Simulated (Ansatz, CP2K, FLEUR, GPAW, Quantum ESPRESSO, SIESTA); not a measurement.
Code comparison for ScAg₄ (I4/m, 5 atoms in the cell)

Self-consistent single point.

```xyz
5
Lattice="-3.3006 3.3006 2.0416 3.3006 -3.3006 2.0416 3.3006 3.3006 -2.0416" Properties=species:S:1:pos:R:3 pbc="T T T"
Sc     0.0000     0.0000     0.0000
Ag     3.9583     1.3177     0.0000
Ag    -0.6577     1.9829     2.0416
Ag     1.9829     0.6577     2.0416
Ag     1.3177     2.6429     0.0000
```

Shared settings, as Ansatz (a quantum-chemistry and plane-wave program) writes them: kpoints.mp_grid.grid = 6 6 6; scf.occupations.method = fermi_dirac; scf.occupations.width = 0.1 eV. Potentials and cutoffs stand in the table.

| code | model | pressure (GPa) | largest force (eV/Å) | cutoff |
|---|---|---|---|---|
| Ansatz | PBEsol, PAW files made with PBE | -3.58 | 0.003 | default |
| FLEUR | PBEsol, all-electron FLAPW (FLEUR), scalar-relativistic valence | – | 0.011 | Kmax 3.9 1/bohr |
| GPAW | PBEsol, GPAW PAW datasets PBEsol (made by gpaw-setup) | -3.56 | 0.000 | 850 eV |
| CP2K | PBEsol, GPW, DZVP-MOLOPT-SR-GTH basis, GTH-PBE potentials (GTH_POTENTIALS) | -2.10 | 0.006 | grid 600 Ry |
| SIESTA | GGA PBEsol, numerical atomic orbitals DZP, PseudoDojo PBEsol standard norm-conserving potentials (rewritten from UPF to PSML) | -5.64 | 0.016 | grid 400 Ry |
| Quantum ESPRESSO | PBEsol, GBRV 1.5 ultrasoft (PBESOL) pseudopotentials | -3.51 | 0.001 | 50 Ry |

A dash marks a value that a program does not give, or that is left out as unsure.

The spread over the programs that give each value: pressure within 3.54 GPa; largest force within 0.016 eV/Å.

CP2K and SIESTA use small atom-centred bases, whose incompleteness enters pressures, forces and empty levels differently from a plane-wave cutoff. FLEUR treats all electrons, but the usual bases taken here (sphere radii, linearisation, local orbitals, empty states) were not tested for convergence, so the values are no reference for the others. Ansatz's pressure is given at a fixed set of plane waves, as the other plane-wave codes print theirs; with its correction for the finite basis it is -3.53 GPa. In the pressure, CP2K (by 1.46) and SIESTA (by 2.08) lie more than 1 GPa from the median of the plane-wave programs.

The starting cell comes from a database of computed structures (which also holds hypothetical and non-ambient phases and stackings), without a prior relaxation at this level.

Keys are those of Ansatz 0.2.
